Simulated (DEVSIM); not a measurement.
System: illuminated Si p-on-n cell, one wavelength, at 300 K.

```csv
layer (left to right),material,thickness (μm),Nd (cm⁻³),Na (cm⁻³),τn (s),τp (s),absorption coefficient (cm⁻¹)
1,Si,0.100,-,3.1e18,1.2e-6,2.7e-6,5500
2,Si,49.0,1.5e17,-,1.3e-5,1.3e-5,5500
```

Left contact: ohmic, minority electron recombination velocity 2e6 cm/s. Right contact: ohmic, minority hole recombination velocity 50000 cm/s. Voltage is applied to the left contact. Recombination: SRH at mid-gap, radiative, Auger. Light enters at the left, 1.5e19 photons cm⁻² s⁻¹, one pass, no reflection. Mobility is μmin + (μ − μmin)/(1 + (N/Nref)^α).

Constants are typed, rounded textbook-type inputs, not results; the design itself was drawn at random and stands for no fabricated device. Values at 300 K.

```tsv
parameter	Si
gap (eV)	1.124
affinity (eV)	4.05
permittivity	11.7
Nc (cm⁻³)	2.86e19
Nv (cm⁻³)	3.1e19
μn (cm²/Vs)	1417
μp (cm²/Vs)	470
μn,min	52
μp,min	45
Nref,n	9.7e16
Nref,p	2.2e17
αn	0.68
αp	0.72
B (cm³/s)	4.7e-15
Cn (cm⁶/s)	2.8e-31
Cp (cm⁶/s)	9.9e-32
```

Simulated with DEVSIM: 1D drift-diffusion, Boltzmann statistics, complete ionisation; no tunnelling, impact ionisation, image-force lowering or self-heating.

Task: Tabulate band edges, carrier densities and field at zero bias, in the dark.

Result: Energies count from the Fermi level of the right contact; mesh points crowd at the junctions.

| x (μm) | Ec (eV) | Ev (eV) | n (cm⁻³) | p (cm⁻³) | field (V/cm) |
|---|---|---|---|---|---|
| 0.000 | 1.065 | -0.060 | < 1e2 | 3.1e18 | ≈ 0 |
| 0.02157 | 1.065 | -0.060 | < 1e2 | 3.1e18 | ≈ 0 |
| 0.05200 | 1.065 | -0.060 | < 1e2 | 3.1e18 | ≈ 0 |
| 0.08039 | 1.064 | -0.060 | < 1e2 | 3.1e18 | -120 |
| 0.1079 | 0.843 | -0.281 | 200000 | 5.9e14 | -180000 |
| 0.1426 | 0.366 | -0.758 | 2.0e13 | 5800000 | -97000 |
| 0.2147 | 0.137 | -0.987 | 1.4e17 | 810 | -970 |
| 0.4452 | 0.136 | -0.988 | 1.5e17 | 770 | ≈ 0 |
| 0.8145 | 0.136 | -0.988 | 1.5e17 | 770 | ≈ 0 |
| 1.615 | 0.136 | -0.988 | 1.5e17 | 770 | ≈ 0 |
| 3.282 | 0.136 | -0.988 | 1.5e17 | 770 | ≈ 0 |
| 8.608 | 0.136 | -0.988 | 1.5e17 | 770 | ≈ 0 |
| 17.85 | 0.136 | -0.988 | 1.5e17 | 770 | ≈ 0 |
| 32.81 | 0.136 | -0.988 | 1.5e17 | 770 | ≈ 0 |
| 42.74 | 0.136 | -0.988 | 1.5e17 | 770 | ≈ 0 |
| 46.06 | 0.136 | -0.988 | 1.5e17 | 770 | ≈ 0 |
| 47.65 | 0.136 | -0.988 | 1.5e17 | 770 | ≈ 0 |
| 48.42 | 0.136 | -0.988 | 1.5e17 | 770 | ≈ 0 |
| 48.86 | 0.136 | -0.988 | 1.5e17 | 770 | ≈ 0 |
| 48.99 | 0.136 | -0.988 | 1.5e17 | 770 | ≈ 0 |
| 49.06 | 0.136 | -0.988 | 1.5e17 | 770 | ≈ 0 |
| 49.10 | 0.136 | -0.988 | 1.5e17 | 770 | ≈ 0 |
